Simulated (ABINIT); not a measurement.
Input and output of a self-consistent single point for TaN2 (P-6m2, 3 atoms in the cell) (ABINIT).

Computed with LDA (PW92), spin-orbit coupling, PAW (JTH v2.0 LDA PAW) (plane waves; ABINIT).

```
CELL_PARAMETERS angstrom
      3.11548     0.00000     0.00000
     -1.55774     2.69808     0.00000
      0.00000     0.00000     3.79377
ATOMIC_POSITIONS crystal
  Ta 0.66667 0.33333 0.50000
  N  0.00000 0.00000 0.81564
  N  0.00000 0.00000 0.18436
```

Reference input (self-consistent single point, DFT, LDA (PW92), plane waves, PAW (JTH v2.0 LDA PAW)): pseudos = [Ta.LDA_PW-JTH.xml, N.LDA_PW-JTH.xml]; ecut = 52 Ry; pawecutdg = 104 Ry; pawxcdev = 0; occopt = 7; tsmear = 0.272 eV; ngkpt = 10 10 7; nshiftk = 1; shiftk = 0 0 0; potentials = JTH v2.0 LDA PAW; nband = 17; kptopt = 1. This run's input differs from it in these lines:

```diff
@@ -20,6 +20,8 @@
 pawxcdev 0
+nspinor 2
+nspden 1
 occopt 7
 tsmear 0.272 eV
-nband 17
-kptopt 1
+nband 37
+kptopt 4
 ngkpt 10 10 7
```

Output (repeated stretches shortened):

```
   1.88010272E+03                                ecore*ucvol(ha*bohr**3)
 ==== Info on pseudopotentials ====
  PAW calculation
  Number of pseudopotentials ..    2
  Number of types of atoms   ..    2
  Calculation with spin-orbit coupling
  Nonlocal part applied using real spherical harmonics
  Max number of non-local projectors over l and type   2
  Highest angular momentum +1 .......   3
  Max number of (l,n)   components ..   6
  Max number of (l,m,n) components ..  18

 Pseudo-Core Charge Info:
   Number of radial points for pseudo-core charge ..    1
   XC core-correction treatment (optnlxccc) ........    1
   Radius for pseudo-core charge for each type .....

  - Atom type    1 has pseudo-core radius .. 80.0000
  - Atom type    2 has pseudo-core radius .. 80.0000

 Info on the Q-grid used for form factors in spline form:
   Number of q-points for radial functions ffspl ..   3001
   Number of q-points for vlspl ...................   3001
   vloc is computed in Reciprocal Space

  XC functional for type 1 is -1012
  XC functional for type 2 is -1012

 symatm: atom number 1 is reached starting at atom
   1  1  1  1  1  1
 symatm: atom number 2 is reached starting at atom
   2  3  2  3  2  3
 symatm: atom number 3 is reached starting at atom
   3  2  3  2  3  2

--- !BUG
src_file: m_inwffil.F90
src_line: 2703
mpi_rank: 0
message: |
    When nspinor2 is 2, nbd2 must be even, while it is nbd2=37
...

  Action: contact ABINIT group (please attach the output of `abinit -b`)

 abinit_abort: decision taken to exit. Check above messages for more info
Abort(13) on node 0 (rank 0 in comm 0): application called MPI_Abort(MPI_COMM_WORLD, 13) - process 0

--- !BUG
src_file: m_inwffil.F90
src_line: 2703
mpi_rank: 0
message: |
    When nspinor2 is 2, nbd2 must be even, while it is nbd2=37
...

  Action: contact ABINIT group (please attach the output of `abinit -b`)
```

The program stopped before any SCF iteration. 

The starting cell comes from a database of computed structures (which also holds hypothetical and non-ambient phases and stackings), without a prior relaxation at this level.
